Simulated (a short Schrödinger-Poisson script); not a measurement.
System: MOS inversion layer, Si3N4 on p-type Si(100), at 300 K.

| layer | material | thickness (nm) | Na (cm⁻³) |
|---|---|---|---|
| 1 | Si3N4 | 5.1 | - |
| 2 | Si | 1500 | 8.1e16 |

The device is made up for the run: typed textbook-type constants, with dimensions and the other settings drawn at random. Si3N4: permittivity 7.5, conduction-band edge (eV) 1.95, gap (eV) 5.1, electron mass (mₑ) 0.5. Si: permittivity 11.7, conduction-band edge (eV) 0, gap (eV) 1.124, Nv at 300 K (cm⁻³) 3.1e19.

Channel valleys (confinement mass, in-plane density-of-states mass, number): Δ2 0.916, 0.19, 2; Δ4 0.19, 0.417, 4. At the gate the conduction-band edge of layer 1 lies 2.45 eV − eVg above the Fermi level of the channel; the field vanishes at the back. Gaps are held at their typed values at every temperature. Mesh 0.03 nm at interfaces.

From a short Schrödinger-Poisson script (our own, NumPy): 1D Poisson equation in equilibrium, electrons classical, Fermi-Dirac, parabolic valleys, classical holes, full ionisation, no traps, pinning or gate leakage.

The same stack at other levels of the model or other numerical settings:

| run | sheet density of all electrons at Vg = 2.1 V (cm⁻²) | sheet density of all electrons at Vg = 0.9 V (cm⁻²) | capacitance at Vg = 2.1 V (μF/cm²) | centroid of the channel electrons at Vg = 2.1 V (nm) | rough cost against the base |
|---|---|---|---|---|---|
| base | 1.11e13 | 2.23e12 | 1.21 | 0.79 | about 1 |
| electrons treated as classical, Boltzmann | 1.14e13 | 2.26e12 | 1.26 | 0.58 | 0.2 |
| electrons treated as quantum, Hartree | 9.92e12 | 1.81e12 | 1.13 | 1.74 | 4 |
| mesh six times as coarse | 1.10e13 | 2.21e12 | 1.20 | 0.88 | 0.3 |

The classical rows ignore confinement, and Boltzmann statistics overrate the density once the band edge passes the Fermi level.
